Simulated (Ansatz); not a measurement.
Partial pair distribution functions of a relaxed model of amorphous Hf$_{32}$La$_{4}$O$_{70}$, broadened by 0.06 Å; density 8.50 g/cm³. The numbers are results of PBE, scalar-relativistic without spin-orbit coupling (plane waves to 420 eV, PAW; Ansatz, a quantum-chemistry and plane-wave program), not measurements.

A CHGNet melt-quench gave the starting glass, which DFT then relaxed. O atoms were pushed apart under 1.9 Å during the dynamics, to hinder bonds among them. The hot cell started wider than the set density and was brought back towards it in steps. It is the lowest in DFT energy of 4 quenches. It is a model cell: composition and starting density were chosen by hand, and all elements were melted together. No dispersion term was used. Its density started from a set value of 8.21 and ended at 8.50 g/cm³. Cooling (nominally 150 K/ps over its main leg) ran many orders faster than in experiment, which tends to leave more defects and strain. Values belong to this one cell and scatter from quench to quench. Volume and shape were free in the relaxation.

```csv
r (Å),g Hf-O,g La-O,g Hf-Hf,g O-O
1.75,0.01,0.00,0.00,0.00
1.85,0.37,0.00,0.00,0.00
1.95,2.98,0.00,0.00,0.00
2.05,7.16,0.01,0.00,0.00
2.15,6.75,0.34,0.00,0.00
2.25,3.50,1.68,0.00,0.01
2.35,0.97,3.43,0.00,0.12
2.45,0.34,4.74,0.00,0.54
2.55,0.09,3.29,0.00,1.72
2.65,0.09,2.29,0.00,2.55
2.75,0.09,1.66,0.00,2.35
2.85,0.16,0.39,0.01,2.01
2.95,0.12,0.01,0.11,2.02
3.05,0.15,0.00,0.24,1.47
3.15,0.19,0.05,0.77,1.25
3.25,0.33,0.39,2.33,1.44
3.35,0.35,0.30,3.48,1.05
3.45,0.33,0.14,3.19,1.02
3.55,0.52,0.39,2.78,1.01
3.65,0.67,0.76,1.78,0.68
3.75,0.86,1.16,1.48,0.81
3.85,0.87,0.70,1.79,0.86
3.95,0.92,0.89,1.75,0.79
4.05,1.19,1.05,1.40,0.87
4.15,1.35,1.01,1.12,0.90
4.25,1.54,1.30,0.49,0.92
4.35,1.58,1.55,0.36,0.76
4.45,1.38,0.95,0.26,0.70
4.55,1.67,0.83,0.53,0.64
4.65,1.75,1.33,0.76,0.74
4.75,1.32,1.45,0.68,0.81
4.85,1.11,0.97,0.55,0.87
4.95,1.01,0.87,0.47,0.95
5.05,0.96,1.37,0.46,1.08
5.15,0.91,1.46,0.41,1.08
5.25,1.01,1.47,0.52,1.15
5.35,0.94,1.27,0.87,1.16
5.45,0.86,0.96,0.83,1.17
5.55,0.83,0.66,0.97,1.24
```

Within 2.56 Å each Hf has 6.06 O neighbours on average.
